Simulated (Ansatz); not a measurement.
Results of revPBE (Ansatz, a quantum-chemistry and plane-wave program, PAW) for hexagonal WC.

Settings: plane-wave cutoff 520 eV, 24×24×20 k mesh (along the axes of the cell as run), Fermi–Dirac smearing 0.05 eV, no spin polarisation, scalar-relativistic PAW data made under PBE.

Shape and atoms are relaxed at each volume.

Pressure at four volumes; x = ln(V/10.612 Å³). One pressure is withheld.

```
V (Å³/atom)        x  P (GPa)
-----------  -------  -------
10.187       -0.0409        ?
10.399       -0.0203     7.88
10.612        0.0000     0.00
11.036        0.0392   -13.47
```

**Question.** Pass a parabola P(x) through the three rows shown, estimate the bulk modulus and its pressure derivative near zero pressure, and predict the withheld pressure.

**Answer.** Slopes between the rows: (0.00 − (7.88))/(0.0000 − (-0.0203)) = -388.18 and (-13.47 − (0.00))/(0.0392 − (0.0000)) = -343.62 GPa. Their difference over the span 0.0595 is c = 44.56/0.0595 = 748.9 GPa, so P(x) = 7.88 + (-388.18)(x − (-0.0203)) + 748.9 (x − (-0.0203))(x − (0.0000)). At the middle row B = −dP/dx = −[-388.18 + 748.9 × 0.0203] = 373.0 GPa, and B′ = dB/dP = 2c/B = 4.0. At x = -0.0409 the parabola gives 16.51 GPa; the run gives 16.64 GPa. The Birch–Murnaghan fit to the energies at all volumes has B0 = 374 GPa and B′ = 4.3.

Measured, for comparison: bulk modulus 384 ± 0.8 GPa (room temperature, not corrected to a static lattice, adiabatic, ultrasonic, our sources range from 377 to 412; as tabulated in Compression behavior of WC and WC-6%Co up to 50 GPa (OSTI 1006718)). Computed (rounded) less measured: bulk modulus -3 % (-0.8 % to -9 % over the range).

Note: the bulk modulus comes from volumes at which shape and atoms were relaxed.

Spin–orbit coupling is not included.
